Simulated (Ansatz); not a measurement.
## WSi2 under a change: pressure 18 GPa

Consider WSi2 (space group I4/mmm, No. 139; a = 3.2294 Å, c = 7.8677 Å).

It is then changed as follows: a hydrostatic pressure of 18 GPa.

The values are results of Kohn–Sham DFT with the PBE functional, run in Ansatz (an electronic-structure program) with PAW and 420 eV plane waves, no spin-orbit coupling, earlier PAW set, not measurements. k-mesh 20×20×20 (Γ-centred); smearing 0.05 eV (Fermi–Dirac).

| quantity | base | changed | shift |
|---|---|---|---|
| volume per atom | 13.68 Å³ | 12.74 Å³ | -0.94 Å³ |
| density | 9.71 g/cm³ | 10.43 g/cm³ | +0.714 g/cm³ |
| lattice parameter a | 3.229 Å | 3.148 Å | -0.081 Å |
| c/a ratio | 2.436 | 2.449 | +0.013 |
| shortest interatomic distance | 2.603 Å | 2.569 Å | -0.034 Å |
| enthalpy H = E + PV relative to the base's energy | – | +1.48 eV/atom | – |
| band gap | zero | zero | – |

Final structure:

```
CELL_PARAMETERS angstrom
     -1.57418     1.57418     3.85571
      1.57418    -1.57418     3.85571
      1.57418     1.57418    -3.85571
ATOMIC_POSITIONS crystal
  W  0.00000 0.00000 0.00000
  Si 0.33345 0.33345 0.00000
  Si 0.66655 0.66655 0.00000
```

Cost of the whole job for the changed cell (relaxation, final SCF and bands): very roughly 100 core-seconds.

Load acts through the strain it causes; cell and atoms are relaxed under it. Whether these cells are dynamically stable was not tested. Competing high-pressure phases were not computed. The final runs are not spin-polarised.
